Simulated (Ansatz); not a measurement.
SnSe2 on SnSe2 (SnSe2 octahedral (1T); facing Se atop Se, which symmetry holds and which is mostly a maximum against sliding), space group P-3m1.

The geometry comes from a PBE+D3(BJ) relaxation.

```xyz
6
Lattice="3.8239 0.0000 0.0000 -1.9119 3.3116 0.0000 0.0000 0.0000 27.4600" Properties=species:S:1:pos:R:3 pbc="T T T"
Se     1.9119     1.1039     8.6878
Sn     0.0000     0.0000    10.2892
Se     0.0000     2.2077    11.8913
Se     0.0000     2.2077    15.5687
Sn     1.9119     1.1039    17.1708
Se     0.0000     0.0000    18.7722
```

Method: HSE06 (plane waves to 420 eV, PAW; Ansatz, an electronic-structure program). Spin–orbit coupling is left out. Its k-point mesh 9×9×1, Fermi–Dirac width 0.01 eV. HSE06 ran on meshes of its own (9×9×1); its edges and gaps are taken over the mesh and over extra points off it, mostly where PBE has its edges. A dipole correction is on.

Q: List the levels next to the gap at (0.000, 0.111, 0.000) of this cell's own (folded) zone, from the top of the valence band (the table ends after a fixed count of bands, which can cut a degenerate set).

A: 
```tsv
band	E − E_v (eV)
v4	-0.780
v3	-0.628
v2	-0.058
v1	0.000
c1	2.705
c2	3.096
c3	4.510
c4	4.587
```
